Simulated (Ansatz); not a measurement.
System: L1₂ (Cu3Au-type) Ni₃Al. Method: r²SCANh (plane waves, PAW; Ansatz, a first-principles code).

Run with plane-wave cutoff 520 eV, 8×8×8 k mesh, Fermi–Dirac smearing 0.05 eV, spin-polarised with parallel moments, scalar-relativistic PAW data made under PBE.

Response to compression and expansion:

```
V (Å³/atom)  P (GPa)  moment (μB per cell of 4 atoms)
-----------  -------  -------------------------------
10.372         11.56                             1.10
10.644          5.37                             1.10
10.950         -0.61                             1.11
11.190         -4.68                             1.12
11.463         -8.71                             1.14
```

Note: moments this small hang on the smearing and the k mesh.
